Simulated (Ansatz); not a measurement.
## Response to strain in HgSe

Base system: HgSe in the zinc blende structure (space group F-43m, No. 216; a = 6.133 Å). Axes: x, y, z lie along the cube axes.

Strains are applied to the cell and any free atomic positions relax.

All numbers come from DFT with PBEsol, PAW potentials and a 420 eV plane-wave cutoff in Ansatz (a first-principles code), no spin-orbit coupling.

Notes on the quantities. energy relative to the base: free energy F; pressure: mean of the normal stresses, compression positive.

| variant | shortest interatomic distance | energy relative to the base | pressure |
|---|---|---|---|
| base | 2.656 Å | 0 meV/atom | 0.0 GPa |
| uniaxial strain ε_zz = −2.50 % | 2.634 Å | +3.6 meV/atom | 1.4 GPa |
| uniaxial strain ε_zz = −2.00 % | 2.638 Å | +2.3 meV/atom | 1.1 GPa |
| uniaxial strain ε_zz = −1.50 % | 2.642 Å | +1.3 meV/atom | 0.8 GPa |
| uniaxial strain ε_zz = −0.50 % | 2.651 Å | +0.1 meV/atom | 0.3 GPa |
| uniaxial strain ε_zz = +0.50 % | 2.660 Å | +0.1 meV/atom | -0.2 GPa |
| uniaxial strain ε_zz = +1.00 % | 2.664 Å | +0.5 meV/atom | -0.5 GPa |
| uniaxial strain ε_zz = +1.50 % | 2.669 Å | +1.2 meV/atom | -0.7 GPa |
| uniaxial strain ε_zz = +2.00 % | 2.673 Å | +2.1 meV/atom | -1.0 GPa |
| uniaxial strain ε_zz = +2.50 % | 2.678 Å | +3.3 meV/atom | -1.2 GPa |

A case with no gap was solved on a k-mesh chosen for an insulator, which is coarse for it. Stability against distortions was not tested. All final runs are without spin polarisation.
